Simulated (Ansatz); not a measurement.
Amorphous Hf18O39Y2, 59 atoms at 8.63 g/cm³, one PBE-relaxed geometry, zone centre. Methods: PBE, scalar-relativistic without spin-orbit coupling (Ansatz, a first-principles code); r2SCAN, scalar-relativistic without spin-orbit coupling (Ansatz); HSE06, scalar-relativistic without spin-orbit coupling (Ansatz). Plane waves to 420 eV (r2SCAN 500 eV); exact exchange is cut at the cell's faces. At PBE the levels at the filled edge of the gap are localised (band-tail or defect states). All rungs ran without spin polarisation.

Preparation: random packing, a CHGNet melt and quench, and a DFT relaxation. O atoms were pushed apart under 1.9 Å during the dynamics, to hinder bonds among them. The hot cell started wider than the set density and was brought back towards it in steps. It is the lowest in DFT energy of 2 quenches. It is a model cell: composition and starting density were chosen by hand, and all elements were melted together. No dispersion term was used. Its density started from a set value of 8.63 and ended at 8.63 g/cm³. The simulated quench (nominally 380 K/ps over its main leg) is rapid and tends to freeze in more defects than a deposited or slowly cooled glass has. Values belong to this one cell and scatter from quench to quench. The volume was held where the preparation left it and the shape relaxed, at a PBE pressure of 2.4 GPa. Stress components on the final sampling reach 2.5 GPa.

The relaxation ran on the zone centre alone. At PBE the level gap is 4.01 eV on a 2×2×2 Γ-centred mesh, and the spacing at the zone centre alone 4.02 eV.

**Question.** What zone-centre spacing does r2SCAN give, roughly?

**Answer.** 4.48 eV (+0.47 eV against PBE).

**Question.** What zone-centre spacing does HSE06 give, roughly?

**Answer.** 5.56 eV (+1.55 eV against PBE).

The highest filled and the lowest empty state spread over these numbers of atoms (participation numbers): PBE: 10.8 and 26.3; r2SCAN: 10.8 and 25.2; HSE06: 9.4 and 33.3.
